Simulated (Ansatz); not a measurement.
Results of PBEsol (plane waves, PAW; Ansatz, a program for electronic structure) for SiGe (model structure, I-4m2, No. 119, 10 atoms in the cell).

Settings: plane-wave cutoff 520 eV, 12×12×12 k mesh, Fermi–Dirac smearing 0.01 eV, scalar-relativistic PAW data made under PBE.

Cell (relaxed at this level):

Space group I-4m2 (No. 119); a = 3.921 Å, b = 3.921 Å, c = 27.750 Å, α = 90.00°, β = 90.00°, γ = 90.00°

| atom | site | symmetry | x | y | z |
|---|---|---|---|---|---|
| Si | 4e | 2mm. | 0.0000 | 0.0000 | 0.0961 |
| Si | 4f | 2mm. | 0.5000 | 0.0000 | 0.0482 |
| Si | 2b | -4m2 | 0.0000 | 0.0000 | 0.5000 |
| Ge | 4f | 2mm. | 0.0000 | 0.5000 | 0.1460 |
| Ge | 4e | 2mm. | 0.0000 | 0.0000 | 0.3019 |
| Ge | 2d | -4m2 | 0.5000 | 0.0000 | 0.2500 |
(The calculation used a cell of 10 atoms; values per cell refer to that cell.)

Estimate the band gap that the calculation returns.


* **band gap**: 0.23 eV (direct)

Note: the relaxation could raise the start's symmetry but not lower it, so the cell can be a saddle point.

Spin–orbit coupling is not included.

It cost very roughly 3 core-minutes of CPU time.

A model structure was made by putting elements into a prototype or built by hand; it is no filed structure, need not be a known phase, and can be a saddle point held by its symmetry.
